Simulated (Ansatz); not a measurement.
**CrI3: pressure 5 GPa**

The parent structure is CrI3 in the BiI3 type structure (space group R-3, No. 148; a = 6.6557 Å, c = 18.6228 Å (hexagonal axes); ferromagnetic; layered, stacked along the Cartesian z axis).

The change: a hydrostatic pressure of 5 GPa.

Method: PBEsol-D3(BJ), PAW, 420 eV (Ansatz, a program for electronic structure; scalar-relativistic without spin-orbit coupling). k-mesh 6×6×6 (Γ-centred); smearing 0.05 eV (Fermi–Dirac).

| quantity | base | changed | shift |
|---|---|---|---|
| volume per atom | 29.77 Å³ | 26.14 Å³ | -3.625 Å³ |
| density | 6.03 g/cm³ | 6.87 g/cm³ | +0.84 g/cm³ |
| lattice parameter a | 6.656 Å | 6.409 Å | -0.247 Å |
| c/a ratio | 2.798 | 2.752 | -0.046 |
| shortest interatomic distance | 2.667 Å | 2.620 Å | -0.047 Å |
| enthalpy H = E + PV relative to the base's energy | – | +0.86 eV/atom | – |
| band gap | 0.94 eV | 0.58 eV | -0.353 eV |
| gap character | indirect, k = (0.167, 0.167, -1/3) in the run's primitive reciprocal basis → T | indirect, Γ → k = (0.167, -1/2, -1/2) in the run's primitive reciprocal basis | – |
| smallest direct gap | 1.06 eV | 0.92 eV | -0.14 eV |
| magnetic state | ferromagnetic | ferromagnetic | – |
| largest site moment | 2.86 μB | 2.76 μB | -0.092 μB |

Final structure:

```xyz
8
Lattice="3.2046 1.8502 5.8791 -3.2046 1.8502 5.8791 0.0000 -3.7004 5.8791" Properties=species:S:1:pos:R:3 pbc="T T T"
Cr     0.0000     0.0000     5.8970
Cr     0.0000     0.0000    11.7404
I     -2.1514    -0.0026     7.3916
I      1.0779    -1.8618     7.3916
I      1.0734     1.8644     7.3916
I      2.1514     0.0026    10.2459
I     -1.0779     1.8618    10.2459
I     -1.0734    -1.8644    10.2459
```

Cost of the whole job for the changed cell (relaxation, final SCF and bands): very roughly 4 core-minutes.

Other magnetic orders, which the real material may have, were not ruled out. With I present, leaving out spin-orbit coupling can change the band edges. Load acts through the strain it causes; cell and atoms are relaxed under it. No phonon test of stability was made. Competing high-pressure phases were not computed. A gap here joins edges of opposite spin (a spin-flip gap). The program warned that a D3 coordination switch lies within reach, so dispersion energies are less smooth here.
